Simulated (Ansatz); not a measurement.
Consider TiAl (space group P4/mmm, No. 123; relaxed with 0.1 eV smearing).

```
TiAl
1.0
    2.81271     0.00000     0.00000
    0.00000     2.81271     0.00000
    0.00000     0.00000     4.06160
Ti Al
1 1
Direct
  0.00000   0.00000   0.00000
  0.50000   0.50000   0.50000
```

Cartesian axes are those of the cell as printed.

Computed with Ansatz (a quantum-chemistry and plane-wave program), r2SCAN, PAW, cutoff 500 eV, no SOC.

The change: the cell is compressed by 3.00 % along z with no lateral relaxation; the atoms relax in the strained cell.

### Question
Predict the stress tensor and what it implies for the stiffness.

### Answer
Stress of the strained cell less that of the base (GPa, compression positive):
```
    3.0     0.0     0.0
    0.0     3.0     0.0
    0.0     0.0     5.7
```

Then −Δσ_ii/ε with ε = -0.0300 gives secant stiffness values (nonlinear terms included at this strain): C33 ≈ 189 GPa, C13 ≈ 99 GPa and C23 ≈ 99 GPa.

As a check, the harmonic strain energy −½ V₀ Δσ:ε is 8.5 meV/atom; the computed energy rise is 8.5 meV/atom.

Stability against distortions was not tested. The final runs are not spin-polarised.
